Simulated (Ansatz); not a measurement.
Start from HfN in the rock salt structure (space group Fm-3m, No. 225; a = 4.502 Å).

The values are results of Ansatz (an electronic-structure program) PBEsol, scalar-relativistic without spin-orbit coupling, not measurements.

Before the change:

The lattice parameter a is 4.502 Å.

It is then changed as follows: C takes the place of N on all its sites, then cell and atoms are relaxed.

Tabulated Pauling electronegativity and covalent radius: N 3.04, 0.71 Å; C 2.55, 0.76 Å.

Question: How does this affect the lattice parameter a?

Answer: The lattice parameter a goes up by 0.1056 Å, from 4.502 Å to 4.607 Å.

Stability against distortions was not tested. All final runs are without spin polarisation. An odd electron count without spin: HfN.
